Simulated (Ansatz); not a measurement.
Reference: ScGa3 (Pm-3m), PBEsol, DFPT electron-phonon coupling, linearised Boltzmann equation (plane waves, PAW, scalar-relativistic; Ansatz, a program for electronic structure); geometry: relaxed with this functional, without spin-orbit coupling.

```cif
data_Ga3Sc
_chemical_formula_sum 'Sc1 Ga3'
_space_group_name_H-M_alt 'Pm-3m'
_space_group_IT_number 221
_space_group_name_Hall '-P 4 2 3'
_cell_length_a 4.05162
_cell_length_b 4.05162
_cell_length_c 4.05162
_cell_angle_alpha 90.000
_cell_angle_beta 90.000
_cell_angle_gamma 90.000
loop_
_atom_site_label
_atom_site_type_symbol
_atom_site_symmetry_multiplicity
_atom_site_Wyckoff_symbol
_atom_site_fract_x
_atom_site_fract_y
_atom_site_fract_z
_atom_site_occupancy
Sc1 Sc 1 a 0.00000 0.00000 0.00000 1
Ga1 Ga 3 c 0.00000 0.50000 0.50000 1
```

| Property | Result |
|---|---|
| resistivity at 300 K | 11.9 μΩ·cm |

### Question
Swap Ga for In, keeping the structure type. How do these values move?

### Answer
ScIn₃ (Pm-3m): volume per atom 16.6 to 22.1 Å³; resistivity at 300 K rises (11.9 μΩ·cm to 14.1 μΩ·cm).

### Question
Replace Ga by Al on the same sites and relax. What happens?

### Answer
ScAl$_{3}$ (Pm-3m): volume per atom 16.6 to 16.9 Å³; resistivity at 300 K falls (11.9 μΩ·cm to 6.4 μΩ·cm).

Moves up to 14 % count as about the same. Metals; harmonic phonons alone scatter; means over directions. Halving the electron mesh moves these values by up to 10 %; q meshes are mostly untested. Spin-orbit coupling is left out.

Formula and space group known from diffraction (Crystallography Open Database), not checked to be the room-temperature form: ScGa3 (Pm-3m), ScIn3 (Pm-3m). Computed structure with no diffraction record at hand here (it may be known, metastable or hypothetical): ScAl3 (Pm-3m).
